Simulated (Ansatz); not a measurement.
Consider HfO2 (space group P4_2/nmc, No. 137; a = 3.605 Å, c = 5.265 Å).

Levels (all Ansatz, a quantum-chemistry and plane-wave program, PAW, earlier PAW set): PBE (420 eV, no spin-orbit coupling); r2SCAN (500 eV, without spin-orbit coupling).

The geometry is relaxed with PBE.

```
Property                   Result
-----------------------  --------
PBE band gap              4.67 eV
PBE pressure             0.00 GPa
PBE smallest direct gap   4.73 eV
```

Predict the band gap, pressure and smallest direct gap from r2SCAN.

The band gap goes up by 0.53 eV (4.67 eV → 5.20 eV); the pressure goes from zero to -5.86 GPa; the smallest direct gap rises by 0.535 eV to 5.27 eV.

Single points use the geometry relaxed with PBE. Their cutoffs differ, which shifts pressures a little. Spin-orbit coupling, missing from the scalar runs, can matter with Hf. No phonon test of stability was made. This is not the structure that HfO2 has at room temperature and ambient pressure.
